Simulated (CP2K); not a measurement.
Short convergence ladders for FeAl (P4mm, 2 atoms in the cell)

```
CELL_PARAMETERS angstrom
      2.91873     0.00000     0.00000
      0.00000     2.91873     0.00000
      0.00000     0.00000     2.91873
ATOMIC_POSITIONS crystal
  Al 0.50000 0.50000 0.51713
  Fe 0.00000 0.00000 0.00000
```

Base method: LDA (Pade form), GPW, DZVP-MOLOPT-SR-GTH basis, GTH-PADE potentials (GTH_POTENTIALS) run with CP2K 2026.2.

Base settings: CUTOFF = 600 Ry; REL_CUTOFF = 40 Ry; SMEAR/METHOD = FERMI_DIRAC; ELECTRONIC_TEMPERATURE = 1160.45 K; KPOINTS/SCHEME = MONKHORST-PACK 5 5 5; XC_FUNCTIONAL = PADE; Al/BASIS_SET = DZVP-MOLOPT-SR-GTH-q3; Al/POTENTIAL = GTH-PADE-q3; Fe/BASIS_SET = DZVP-MOLOPT-SR-GTH-q16; Fe/POTENTIAL = GTH-PADE-q16.

**The k-point mesh at a smearing width of 0.02 eV**

In this ladder: ELECTRONIC_TEMPERATURE = 232.09 K. Moved along: GAMMA_CENTERED.

Only quantities that move along the ladder and can be compared are tabulated.

```csv
KPOINTS/SCHEME,free energy less the last step's (meV/atom),pressure (GPa)
MONKHORST-PACK 4 4 4,-45.41,-20.13
MONKHORST-PACK 5 5 5,37.82,-18.43
MONKHORST-PACK 6 6 6,0.48,-19.27
MONKHORST-PACK 7 7 7,-2.25,-19.30
MONKHORST-PACK 8 8 8,12.52,-19.04
MONKHORST-PACK 10 10 10,1.97,-19.22
MONKHORST-PACK 12 12 12,0.00,-19.28
```

Coarsest KPOINTS/SCHEME that holds the free energy within 5 meV/atom of the last step, with all finer ones: MONKHORST-PACK 10 10 10; the step before is off by 13 meV/atom.

Coarsest KPOINTS/SCHEME that holds the pressure within 0.5 GPa of the last step, with all finer ones: MONKHORST-PACK 6 6 6; the step before is off by 0.85 GPa.

**The width of Fermi-Dirac smearing**

In this ladder: KPOINTS/SCHEME = MONKHORST-PACK 8 8 8; GAMMA_CENTERED = T.

Narrow widths need finer meshes than wide ones, so the last steps can hold mesh noise.

Only quantities that move along the ladder and can be compared are tabulated; pressure and forces are left out, as mesh noise rules them at narrow widths.

| ELECTRONIC_TEMPERATURE | free energy less the last step's (meV/atom) | energy extrapolated to zero width less the last step's (meV/atom) |
|---|---|---|
| 11604.5 K | -1530.37 | -240.26 |
| 5802.26 K | -446.81 | -63.12 |
| 3481.36 K | -169.22 | -28.62 |
| 2320.9 K | -70.83 | -13.12 |
| 1160.45 K | 0.00 | 0.00 |

Widest ELECTRONIC_TEMPERATURE that holds the energy extrapolated to zero width within 2 meV/atom: not settled: the last two steps still differ by 13 meV/atom, over half the tolerance, so the ladder does not show it.

Widest ELECTRONIC_TEMPERATURE that holds the free energy within 5 meV/atom: not settled: the last two steps still differ by 71 meV/atom, over half the tolerance, so the ladder does not show it.

The extrapolation to zero width removes most of the smearing's effect on the energy.

**The width of cold smearing**

In this ladder: SMEAR/METHOD = MARZARI_VANDERBILT; ELECTRONIC_TEMPERATURE = default; KPOINTS/SCHEME = MONKHORST-PACK 8 8 8; GAMMA_CENTERED = T.

Narrow widths need finer meshes than wide ones, so the last steps can hold mesh noise.

Only quantities that move along the ladder and can be compared are tabulated; pressure and forces are left out, as mesh noise rules them at narrow widths.

| SIGMA | free energy less the last step's (meV/atom) |
|---|---|
| 1 eV | 47.99 |
| 0.5 eV | 18.44 |
| 0.3 eV | 6.00 |
| 0.2 eV | 1.69 |
| 0.1 eV | 0.32 |
| 0.05 eV | 0.00 |

Widest SIGMA that holds the free energy within 1 meV/atom of the last step, with all finer ones: 0.1 eV; the step before is off by 1.7 meV/atom.

On the base run: the starting cell has typed, rounded lattice constants, without a prior relaxation at this level. Its lattice was rescaled by up to half a per cent. One atom was moved a little off its site on purpose. Spin polarisation is off. Values carry the incompleteness of an atom-centred basis. In the base run, with a pressure of about -18 GPa the cell is away from its equilibrium volume at this level. Without a gap this mesh is coarse (it stands for a supercell whose shortest vector is 15 Å).

Left out of this page: 3 runs of the series outside the window shown, repeating another row's setting, or not comparable.
